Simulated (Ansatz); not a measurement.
cubic ZrO2 (0 0 1) on diamond (0 0 1) (film strained to the substrate, faces as cut)

A periodic stack without vacuum, cubic ZrO2 (0 0 1) on diamond (0 0 1) (film strained to the substrate, faces as cut): substrate slab C32, film O10Zr6, surface cells [[0, -1], [2, 1]] and [[1, 0], [1, 1]], film strained by -1.3 and -1.3 %, faces C/C and Zr/Zr as cut (like faces can put a slab off its formula).

The start was prepared with a machine-learned potential, and the result is one local minimum, with the in-plane cell held and forces under 0.04 eV/Å; the film can end far from its bulk form.

Method: PBE (plane waves to 420 eV, PAW; Ansatz, a quantum-chemistry and plane-wave program). Scalar-relativistic, without spin–orbit coupling; PBE gaps are too small against experiment. Its k-point mesh 7×7×1, Fermi–Dirac width 0.05 eV.

- interface area = 12.8 Å²
- period = 29.76 Å
- gaps between the outermost planes at the two interfaces = 1.68 and 1.68 Å
- C–Zr contacts across the interfaces within 1.22 times the sum of covalent radii = 12, mean 2.60 Å
- spin-polarised check at this geometry = falls back to no moment

```yaml
crystal:
  lattice:
    - [3.57171, -0.00077, -0.02343]
    - [0.00008, 3.57114, -0.05963]
    - [1.15231, -0.36074, 29.76459]
  atoms:
    - { symbol: C, position: [0.93261, 0.86148, 0.05837] }
    - { symbol: C, position: [0.43379, 0.36079, 0.05866] }
    - { symbol: C, position: [0.12999, 0.16307, 0.03066] }
    - { symbol: C, position: [0.75654, 0.53953, 0.02961] }
    - { symbol: C, position: [0.41659, 0.87712, 0.11988] }
    - { symbol: C, position: [0.91762, 0.37617, 0.11864] }
    - { symbol: C, position: [0.66583, 0.10879, 0.08930] }
    - { symbol: C, position: [0.18487, 0.62874, 0.08929] }
    - { symbol: C, position: [0.90119, 0.89120, 0.17929] }
    - { symbol: C, position: [0.40117, 0.39126, 0.17930] }
    - { symbol: C, position: [0.15819, 0.13490, 0.14932] }
    - { symbol: C, position: [0.66008, 0.63291, 0.14928] }
    - { symbol: C, position: [0.38526, 0.90575, 0.23934] }
    - { symbol: C, position: [0.88523, 0.40577, 0.23928] }
    - { symbol: C, position: [0.64283, 0.14810, 0.20930] }
    - { symbol: C, position: [0.14358, 0.64887, 0.20931] }
    - { symbol: C, position: [0.86971, 0.92065, 0.29932] }
    - { symbol: C, position: [0.36894, 0.41988, 0.29932] }
    - { symbol: C, position: [0.12724, 0.16305, 0.26929] }
    - { symbol: C, position: [0.62732, 0.66296, 0.26934] }
    - { symbol: C, position: [0.35433, 0.93371, 0.35935] }
    - { symbol: C, position: [0.85249, 0.43568, 0.35930] }
    - { symbol: C, position: [0.61133, 0.17743, 0.32933] }
    - { symbol: C, position: [0.11139, 0.67756, 0.32933] }
    - { symbol: C, position: [0.84744, 0.95862, 0.41933] }
    - { symbol: C, position: [0.32816, 0.43844, 0.41932] }
    - { symbol: C, position: [0.09526, 0.19209, 0.38873] }
    - { symbol: C, position: [0.59559, 0.69174, 0.38999] }
    - { symbol: C, position: [0.38787, 0.89789, 0.47900] }
    - { symbol: C, position: [0.76072, 0.52177, 0.47796] }
    - { symbol: C, position: [0.57866, 0.20618, 0.45024] }
    - { symbol: C, position: [0.07997, 0.70531, 0.44996] }
    - { symbol: O, position: [0.85344, 0.46369, 0.57268] }
    - { symbol: O, position: [0.34588, 0.96494, 0.58412] }
    - { symbol: O, position: [0.80630, 0.50119, 0.74628] }
    - { symbol: O, position: [0.30241, 0.00537, 0.76228] }
    - { symbol: O, position: [0.32319, 0.98251, 0.67359] }
    - { symbol: O, position: [0.82648, 0.47867, 0.65863] }
    - { symbol: O, position: [0.76605, 0.55315, 0.92447] }
    - { symbol: O, position: [0.26670, 0.05827, 0.93588] }
    - { symbol: O, position: [0.28282, 0.02785, 0.84991] }
    - { symbol: O, position: [0.78601, 0.52421, 0.83497] }
    - { symbol: Zr, position: [0.33450, 0.47433, 0.62195] }
    - { symbol: Zr, position: [0.85316, 0.94127, 0.53533] }
    - { symbol: Zr, position: [0.29600, 0.51403, 0.79848] }
    - { symbol: Zr, position: [0.81323, 0.99269, 0.71011] }
    - { symbol: Zr, position: [0.24991, 0.55393, 0.97322] }
    - { symbol: Zr, position: [0.77136, 0.04456, 0.88663] }
```
